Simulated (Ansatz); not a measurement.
Ga interstitial (beta Ga2O3 host)

The numbers are results of PBE, PAW (plane waves to 420 eV; Ansatz, a first-principles code), not measurements. Cell: 120 sites, 1×3×2 repeats of a cell of 20 atoms; final energies on a 2×2×2 shifted mesh. Site at the start: void with 3O nearest, no. 1. Charged cells carry a point-charge image correction with potential alignment at far atoms. Dielectric constants: PBE linear response of the host. Host gap at this level: 2.01 eV. A cell of this size leaves errors of a few tenths of an eV. The semilocal functional narrows the gap, so deep levels can fall outside it. Spin–orbit coupling is left out. Each state is the lowest found from its start.

Formation energies E_f are given with the Fermi level at the valence-band maximum. Chemical conditions: Ga-rich (Δμ(Ga) = 0.00 eV; only phases computed here count, gases as isolated molecules at 0 K); O-rich (Δμ(Ga) = -4.56 eV; only phases computed here count, gases as isolated molecules at 0 K). Reference phases: Ga: alpha gallium.

The name describes the start; the neighbours show where the atoms ended.

Charges with a result: +3, +2, +1, 0. Others weren't obtained, and one of them could lie lower, also by skipping a charge.

| charge | moment (μB) | point group | largest move off a lattice site (Å) | neighbours of the last Ga atom of the defect at the end (Å) | image correction with alignment (eV) | E_f, Ga-rich (eV) | E_f, O-rich (eV) |
|---|---|---|---|---|---|---|---|
| +3 | not spin-polarised | Cs | 1.27 | O 1.84, O 1.84, O 1.89, O 1.91, Ga 2.61 | 1.69 | -2.97 | 1.59 |
| +2* | quenched | Cs | 1.25 | O 1.84, O 1.84, O 1.89, O 1.92, Ga 2.61 | – | – | – |
| +1* | not spin-polarised | Cs | 1.20 | O 1.85, O 1.85, O 1.91, O 1.94, Ga 2.61, Ga 2.79 | – | – | – |
| 0* | quenched | Cs | 0.96 | O 1.95, O 1.95, O 2.00, O 2.13, Ga 2.30, Ga 2.69 | – | – | – |

* At this level the carrier isn't localised at the defect: at charge +2 electrons occupy the conduction band; at charge +1 electrons occupy the conduction band; at charge 0 electrons occupy the conduction band. Such a state is shallow or no state of the defect, and this cell gives it no level.

Point groups are those of the whole cell at tolerances of 0.03 and 0.1 Å ("near" where only the looser one holds); none is given for unsettled states.

Starting moments that weren't kept: charge +2 began with 1 μB and ended with 0.0; charge 0 began with 1 μB and ended with 0.0.

No other site or start that was run ended lower by more than 0.1 eV.

Flagged in the runs: a doubtful potential alignment, a host whose relaxation on this sampling wasn't shown to rest, a strain field that reaches the edge of the cell.
